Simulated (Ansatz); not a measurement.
The starting structures come from a database of crystals and need not be the phases stable at ambient conditions.

By PBEsol, the system below comes out a metal.

```
CELL_PARAMETERS angstrom
      3.77950     0.00000     0.00000
     -1.88975     3.27314     0.00000
      0.00000     0.00000     3.16996
ATOMIC_POSITIONS crystal
  Hf 0.00000 0.00000 0.00000
  Be 0.33333 0.66667 0.50000
  Be 0.66667 0.33333 0.50000
```

Space group of this cell: P6/mmm. The cell is taken as given; by PBEsol its mean pressure is -2.4 GPa.

The current flows along the normal of the first two printed cell vectors, the (001) plane of the conventional cell. No spin-orbit coupling; the value is a mean over 0.1 eV about the Fermi level.

Task: Estimate the ballistic conductance per area that Ansatz (an electronic-structure program) with PBEsol returns for this system.

Result: 0.94 × 10¹⁵ S/m² for both spins.
